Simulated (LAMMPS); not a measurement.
Simulation of Cu (fcc), solid and liquid side by side in a cell of 960 atoms at 2 GPa.

All values are model results, not measurements: classical MD, pair style meam, file AlSiMgCuFe.meam (LAMMPS).

The melting point is 1240 ± 25 K and the enthalpy of fusion is 0.13 eV/atom. The entropy of fusion is 1.2 kB/atom and the volume change on melting is 4.9 %. The volume of the solid at the melting point is 12.43 Å³/atom and the volume of the liquid there comes out as 13.04 Å³/atom. The clausius-Clapeyron slope is 36 K/GPa and the limit of superheating of the perfect crystal is 1700 K. The cost is about 50 core-minutes (a rough figure).

Potential: file AlSiMgCuFe.meam of the LAMMPS distribution; its header cites Jelinek, Groh, Horstemeyer, Houze, Kim, Wagner, Moitra and Baskes, Phys Rev B, 85, 245102 (2012).

Caution: the error of the potential's melting point is set to 2 % at least, a picked allowance for cell size and run length.
